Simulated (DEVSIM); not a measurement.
**abrupt Si p-n junction**

Device: abrupt Si p-n junction, at 300 K.

```tsv
layer (left to right)	material	thickness (μm)	Nd (cm⁻³)	Na (cm⁻³)	τn (s)	τp (s)
1	Si	2.10	-	9e15	0.00017	0.00017
2	Si	260	2.3e16	-	0.00017	0.00017
```

Left contact: ohmic. Right contact: ohmic. Voltage is applied to the left contact. Recombination: SRH at mid-gap, radiative, Auger. Mobility is μmin + (μ − μmin)/(1 + (N/Nref)^α).

This is a model device: material constants are rounded textbook-type values typed into the input, and sizes, dopings and lifetimes were drawn at random. Values at 300 K.

```tsv
parameter	Si
gap (eV)	1.124
affinity (eV)	4.05
permittivity	11.7
Nc (cm⁻³)	2.86e19
Nv (cm⁻³)	3.1e19
μn (cm²/Vs)	1417
μp (cm²/Vs)	470
μn,min	52
μp,min	45
Nref,n	9.7e16
Nref,p	2.2e17
αn	0.68
αp	0.72
B (cm³/s)	4.7e-15
Cn (cm⁶/s)	2.8e-31
Cp (cm⁶/s)	9.9e-32
```

DEVSIM, 1D drift-diffusion, Boltzmann statistics, complete ionisation; no tunnelling, impact ionisation, image-force lowering or self-heating.

```
Property                                            Value
---------------------------------------------  ----------
Potential step across the device at zero bias     0.729 V
Largest field in the device at zero bias       37000 V/cm
Dark forward voltage at 1 A/cm²                   0.574 V
Dark forward voltage at 100 A/cm²                 1.303 V
```

Small-signal capacitance in reverse bias (quasi-static):

```tsv
V (V)	C (nF/cm²)
-0.4	22.3
-1	17.9
-2	14.2
-3	12.1
-4	10.7
-6	8.97
-8	7.87
-10	7.09
-13	6.26
-16	5.67
-20	5.10
```

Dark reverse current:

```tsv
V (V)	J (A/cm²)
-0.40	-4.2e-10
-1.00	-5.0e-10
-2.00	-6.0e-10
-3.00	-6.9e-10
-4.00	-7.7e-10
-6.00	-9.1e-10
-8.00	-1.0e-9
-10.00	-1.2e-9
-13.00	-1.4e-9
-16.00	-1.6e-9
-20.00	-1.9e-9
```
